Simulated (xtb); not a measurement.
xtb 6.7.1, GFN1-xTB: Cu(Me)(OH2) ([CH3][Cu]<-[OH2]), 8 atoms. The geometry is a generated start, not checked to be a minimum at this level.

```
Quantity                                                                                                       Result
------------------------  -------------------------------------------------------------------------------------------
method                                                                                                       GFN1-xTB
--acc                                                                                                     1 (default)
--etemp (K)                                                                                             300 (default)
detailed input (--input)  none: ANC optimiser, Lindh (1995) Hessian, microcycle=20, maxdispl=1.0, hlow=0.01 (default)
basis functions                                                                                                    28
valence electrons                                                                                                  26
```

```xyz
8

Cu    -0.1336    -0.3224     0.1635
C     -0.1313     1.3529    -0.7879
H     -0.7952     2.1005    -0.3482
H     -0.4574     1.2589    -1.8257
H      0.8476     1.8357    -0.8399
O     -0.1261    -1.9878     1.1122
H      0.2983    -1.7310     1.9474
H      0.4977    -2.5068     0.5786
```

Charge 0 and multiplicity 1 are set for this test and not shown to be the ground state.

The structure is relaxed from this start with --opt LEVEL for the levels crude, sloppy, loose, lax, normal, tight, vtight, extreme, once each. Up to the end of the extreme run atoms move by at most 0.32 Å along an axis.

Task: Choose the cheapest level whose final energy lies within 1 meV of that of extreme.

Result: loose: 13 cycles against 22, ending 0.56 meV above.

```csv
level,cycles,energy above the extreme run (meV),gradient norm (eV/Å)
crude,4,16,0.46
sloppy,7,8.2,0.21
loose,13,0.56,0.046
lax,13,0.56,0.046
normal,18,0.015,0.025
tight,18,0.015,0.025
vtight,22,under 0.01,0.0020
extreme,22,—,0.0020
```
